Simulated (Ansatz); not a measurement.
NbRu (P4/mmm, No. 123, 2 atoms in the cell; start mp-432), treated with LDA (Ansatz, a program for electronic structure, PAW).

Input:

Ansatz 0.2 input:
```yaml
crystal:
  lattice:
    - [3.0262346292, 0.0, 0.0]
    - [0.0, 3.0262346292, 0.0]
    - [0.0, 0.0, 3.382463384]
  atoms:
    - { symbol: Nb, position: [0.0, 0.0, 0.0] }
    - { symbol: Ru, position: [0.5, 0.5, 0.5] }
basis:
  ecutwfc: 520
  ecutrho_ratio: 4
  xc_grid: 2
kpoints:
  mp_grid: { grid: [18, 18, 16] }
hamiltonian:
  xc: lda
  dispersion: none
  pseudopotentials: { azcp: { folder: ./paw }, kind: paw }
scf:
  occupations: { method: fermi_dirac, width: 0.05 }
output:
  forces: true
  stress: true
  eigenvalues: true
relax:
  f_tol: 0.004
  escape_saddle: false
  max_steps: 80
  cell: { stress_tol: 0.02, fix: [volume] }
```

Excerpt of the program's output:

```
Relaxation: its limit of steps is 80 (relax.max_steps)
Crystal: 2 atoms, lattice volume = 30.977 Å³
Basis set: ecut = 520 eV, 821 PW (Γ), exchange–correlation on 48×48×54 points (8 copies of the dense FFT grid, shifted against one another)
Bands: 19, of which v1, the nominal top of the filled ones, is band 15 counted from 1 (14 counted from 0)
Symmetry: 16 space group operations
Space group: P4/mmm (ITA 123), of the structure as read, at distance tolerance 3.1e-5 Å
k-points: 495 of 5184
Initial density: superposition of atomic densities (chi_scale 0.1, normalization cell, long waves kept (reshape's long-wave potential 0.00 eV rms))
Functional: x = slater, c = lda
SCF iter   1: F=—  HF=-10203.524407 eV  |F-HF|=—  |Δ(HF+E_count)|=         —  Δρ=1.77e-1  dr2=1.28e1
SCF iter   2: F=—  HF=-10202.036565 eV  |F-HF|=—  |Δ(HF+E_count)|=    1.49e0  Δρ=1.07e-1  dr2=5.23e0
  ...
SCF 1 converged in 7 iterations: F = -10201.282425 eV  dr2 = 5.28e-8
Crystal: 2 atoms, lattice volume = 30.977 Å³
Initial density: handed on by an earlier stage of this run
SCF iter   8: F=-10201.282425 eV  HF=-10201.282425 eV  |F-HF|=3.64e-12  |Δ(HF+E_count)|=    0.00e0  Δρ=6.61e-10  dr2=9.31e-17
SCF iter   9: F=-10201.282425 eV  HF=-10201.282425 eV  |F-HF|=3.64e-12  |Δ(HF+E_count)|=    0.00e0  Δρ=9.52e-11  dr2=1.19e-18
SCF 2 converged in 9 iterations: F = -10201.282425 eV  dr2 = 1.19e-18
SCF converged after 9 iterations
Free energy (F): -10201.282425 eV
Internal energy: -10201.262471 eV  (E = F + TS)
E sigma→0 (E₀):  -10201.272448 eV
Fermi energy:    20.886877 eV
--- Forces (eV/Å), atoms counted from 1 ---
  atom   1  Nb    -0.00000000     0.00000000     0.00000000
  atom   2  Ru     0.00000000    -0.00000000    -0.00000000
--- Stress (GPa, compression-positive) ---
       -5.076128      -0.000000       0.000000
       -0.000000      -5.076128      -0.000000
        0.000000      -0.000000      -5.097962
  P = ⅓ Tr σ = -5.0834 GPa (-50.834 kbar)
```

The cell is one volume of an energy–volume scan, off the minimum.

The PAW data were made under PBE.

Note: the run has no spin polarisation, so it can have missed a magnetic state. Note: the relaxation could not lower the start's symmetry, so the cell can be a saddle point above a distorted one.

A start named mp-… is a Materials Project structure, which need not be a measured phase.
